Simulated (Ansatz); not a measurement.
Functionals compared on the (100) surface of rock-salt TiN, C on all N sites of the top plane (bottom of the slab: a bare face, its two planes held), in Ansatz (plane waves, PAW). The structure was relaxed with PBE; the other rows are single points on it. Cutoff 420 eV (500 eV for r2SCAN).

Model: 12-atom slab, 10.6 Å thick at the start with caps and adatoms (thin: gaps and levels are the slab's own), 12x12x1 mesh, Fermi-Dirac 0.1 eV, dipole correction, 4 atoms held, the rest relaxed; symmetry of the start imposed; no spin, no spin-orbit, no U. In PBE it lies 0.42 eV a 1x1 cell over the lowest computed structure of the same composition (C on all N sites of the second plane). These notes are the PBE run's.

```
functional  work function of the top face (eV)          rough cost of the single point
----------  ----------------------------------  --------------------------------------
PBE                                       3.96                                       –
RPBE                                      3.80  about 40 core-seconds (a rough figure)
r2SCAN                                    3.97         around 100 core-seconds (rough)
```

Ansatz is a first-principles code.
